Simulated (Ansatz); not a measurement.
The starting structures come from a database of crystals and need not be the phases stable at ambient conditions.

 Where the default PAW files enter, the runs use the earlier of Ansatz's two default sets.

**Evanescent states of GaBO3 (R-3c, not sure to be the ambient phase, 10 atoms a cell, 8.6 Å³ an atom) along the normal of (110)**

The numbers are results of PBEsol (plane waves, PAW; Ansatz, a quantum-chemistry and plane-wave program), not measurements.

The gap is the functional's own. No spin-orbit coupling. Mid-gap values are interpolated on the energy grid.

Energies count from the valence-band top; κ is the least over a 6×6 mesh across the current.

```
E (eV)  κ (1/Å)  where
------  -------  -----
0.10      0.127      Γ
0.30      0.206      Γ
0.50      0.251      Γ
0.70      0.282      Γ
0.90      0.304      Γ
1.10          …      Γ
1.30          …      Γ
1.50          …      Γ
1.70          …      Γ
1.90          …      Γ
2.10          …      Γ
2.30          …      Γ
2.50          …      Γ
2.70          …      Γ
2.90          …      Γ
3.10          …      Γ
3.30      0.276      Γ
3.50      0.250      Γ
3.70      0.217      Γ
3.90      0.171      Γ
4.10      0.095      Γ
```

Problem. What belongs in the gaps?

Solution. 
- 1.10, κ (1/Å): 0.320
- 1.30, κ (1/Å): 0.332
- 1.50, κ (1/Å): 0.339
- 1.70, κ (1/Å): 0.344
- 1.90, κ (1/Å): 0.345
- 2.10, κ (1/Å): 0.344
- 2.30, κ (1/Å): 0.340
- 2.50, κ (1/Å): 0.334
- 2.70, κ (1/Å): 0.325
- 2.90, κ (1/Å): 0.312
- 3.10, κ (1/Å): 0.296
